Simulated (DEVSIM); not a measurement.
Structure: Schottky contact on n-type Si, at 300 K.

Layer 1 from the left is Si, thickness (μm) 0.560, Nd (cm⁻³) 6.4e16, τn (s) 0.00045, τp (s) 0.00045.

Left contact: Schottky, work function 4.61 eV, emission velocity 9.3e6 cm/s. Right contact: ohmic. Voltage is applied to the left contact. Recombination: SRH at mid-gap. Mobility is constant in doping.

The device is made up for the run: typed textbook-type constants, with dimensions and the other settings drawn at random. Values at 300 K.

Si: gap (eV) 1.124, affinity (eV) 4.05, permittivity 11.7, Nc (cm⁻³) 2.86e19, Nv (cm⁻³) 3.1e19, μn (cm²/Vs) 1417, μp (cm²/Vs) 470.

Model (solved in DEVSIM): 1D drift-diffusion, Boltzmann statistics, complete ionisation; no tunnelling, impact ionisation, image-force lowering or self-heating. Metal contacts follow the ideal Schottky-Mott rule: no Fermi-level pinning, no interface dipoles.

### Question
What does the simulation give for the dark forward voltage at 1 A/cm², the largest field in the device at zero bias?

### Answer
dark forward voltage at 1 A/cm² 0.109 V; largest field in the device at zero bias 86000 V/cm.
